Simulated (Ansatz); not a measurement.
The parent structure is Si in the diamond structure (space group Fd-3m, No. 227; a = 5.444 Å). Axes: x, y, z lie along the cube axes.

The values are results of r2SCAN (Ansatz, a program for electronic structure, PAW, scalar-relativistic without spin-orbit coupling), not measurements.

For the base:

| Item | Result |
|---|---|
| Valence-band top at Γ | 0.00, 0.00, 0.00 eV |
| Smallest direct gap | 2.74 eV |
| Band gap | 0.78 eV |

One thing is altered: a pure shear with ε_xy = ε_yx = 0.0171, atoms relaxed at fixed cell.

Task: Predict the new stress, valence-band top at Γ, smallest direct gap and band gap.

Result: The stress (xx, yy, zz, yz, xz, xy; compression positive) comes out as (0.06, 0.06, -0.03, 0.00, 0.00, -2.78) GPa; the valence-band top at Γ (three highest levels, from the VBM) becomes 0.00, -0.18, -0.32 eV (base: 0.00, 0.00, 0.00 eV); the smallest direct gap drops by 0.36 eV (2.74 eV → 2.38 eV); the band gap falls by 0.282 eV, from 0.78 eV to 0.49 eV.

The cells carry an imposed strain or load. Stability against distortions was not tested.
